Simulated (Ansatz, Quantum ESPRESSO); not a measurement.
# Mg3CdO4 (Pm-3m, 8 atoms in the cell) computed with different codes at matched settings

Zone-centre phonon calculation.

```xyz
8
Lattice="4.4466 0.0000 0.0000 0.0000 4.4466 0.0000 0.0000 0.0000 4.4466" Properties=species:S:1:pos:R:3 pbc="T T T"
Mg     0.0000     2.2233     2.2233
Mg     2.2233     0.0000     2.2233
Mg     2.2233     2.2233     0.0000
Cd     0.0000     0.0000     0.0000
O      2.2233     0.0000     0.0000
O      0.0000     2.2233     0.0000
O      0.0000     0.0000     2.2233
O      2.2233     2.2233     2.2233
```

Shared settings, as Ansatz (an electronic-structure program) writes them: kpoints.mp_grid.grid = 6 6 6; scf.occupations.method = fixed. Potentials and cutoffs stand in the table.

| code | model | highest zone-centre frequency, without LO-TO term (cm⁻¹) | mean ε∞ at this mesh | cutoff |
|---|---|---|---|---|
| Quantum ESPRESSO | LDA (PZ), GBRV 1.5 ultrasoft (LDA) pseudopotentials | 517 | 4.09 | 40 Ry |
| Ansatz | LDA (PW92), PAW files made with PBE | 508 | 4.09 | 30.9 Ry |

The spread over the programs that give each value: highest zone-centre frequency, without LO-TO term within 9.0 cm⁻¹; mean ε∞ at this mesh within 0.00 .

The same LDA comes in different parametrisations, which differ slightly.

The starting cell comes from a database of computed structures (which also holds hypothetical and non-ambient phases and stackings), without a prior relaxation at this level.

Keys are those of Ansatz 0.2.
